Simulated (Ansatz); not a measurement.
Consider ZnO in the wurtzite structure (space group P6_3mc, No. 186; a = 3.279 Å, c = 5.294 Å).

All numbers come from Kohn–Sham DFT with the PBE functional, run in Ansatz (a quantum-chemistry and plane-wave program) with PAW and 420 eV plane waves, without spin-orbit coupling.

For the base:

| Item | Value |
|---|---|
| Pressure | 0.00 GPa |
| Gap character | direct at Γ |

It is then changed as follows: an isotropic linear strain of −1.20 %, atoms relaxed at fixed cell.

### Question
What does the calculation give for the pressure after the change?

### Answer
The pressure (mean of the normal stresses, compression positive) goes from zero to 5.06 GPa.

### Question
What happens to the gap character?

### Answer
The gap character stays direct at Γ.

Gaps are Kohn–Sham eigenvalue differences; semilocal functionals usually give less than the measured gap. Whether these cells are dynamically stable was not tested.
